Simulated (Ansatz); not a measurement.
**Hypothetical Fddd WSi2: pressure series**

Consider WSi$_{2}$ (space group Fddd, No. 70; a = 4.591 Å, b = 7.948 Å, c = 8.973 Å; a hypothetical phase, not in the database extracts checked).

Cell and atoms are relaxed at each pressure.

Computed with Kohn–Sham DFT with the PBE functional, run in Ansatz (a program for electronic structure) with PAW and 420 eV plane waves, spin-orbit coupling left out.

```tsv
P (GPa)	V (Å³/atom)
-2.00	13.773
-1.00	13.707
0.30	13.624
0.70	13.599
1.50	13.550
3.00	13.460
5.00	13.345
7.49	13.209
9.99	13.080
```

**Question.** Fit a third-order Birch–Murnaghan equation of state.

**Answer.** Least squares on P(V) = (3B₀/2)[(V₀/V)^(7/3) − (V₀/V)^(5/3)]·[1 + (3/4)(B₀′ − 4)((V₀/V)^(2/3) − 1)] gives V₀ = 13.64 Å³/atom, B₀ = 216 GPa and B₀′ = 4.5.

Load acts through the strain it causes; cell and atoms are relaxed under it. Stability against distortions was not tested. Competing high-pressure phases were not computed. The final runs are not spin-polarised.
